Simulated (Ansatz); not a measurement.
Defect migration in monoclinic ZrO2 with all lengths changed by -1 %: Zr vacancy, charge state -4. The step: a nearby Zr atom hops onto the vacant site; the atom moves 2.97 Å along (0.49, -0.08, 0.38) of the unit cell; the moving atom starts with neighbours O at 1.95, O at 2.00, O at 2.07, O at 2.25, O at 2.28, O at 2.34, O at 2.40 Å and ends with O at 1.95, O at 2.00, O at 2.07, O at 2.25, O at 2.28, O at 2.34, O at 2.40 Å. DFT values are from Ansatz (plane-wave PAW, 420 eV unless said) in a cell of 96 host sites, spin-restricted, static, with no finite-size correction. The charge state is imposed; whether it is stable for some Fermi level was not computed. Forms of the defect that were not tried may lie lower. For the PBE band: the saddle point's order was not checked.

| Level | Forward barrier (eV) | Cost of the band or of the saddle's single point |
|---|---|---|
| CHGNet universal potential (has no charge state), its own band | 1.46 | - |
| PBE, the Γ point alone, band relaxed | 1.95 | roughly 30 core-minutes |
| PBE, a 2×2×2 k-point mesh shifted by half a step, same geometries | 1.95 | roughly 7 core-minutes |

Ansatz is a quantum-chemistry and plane-wave program.
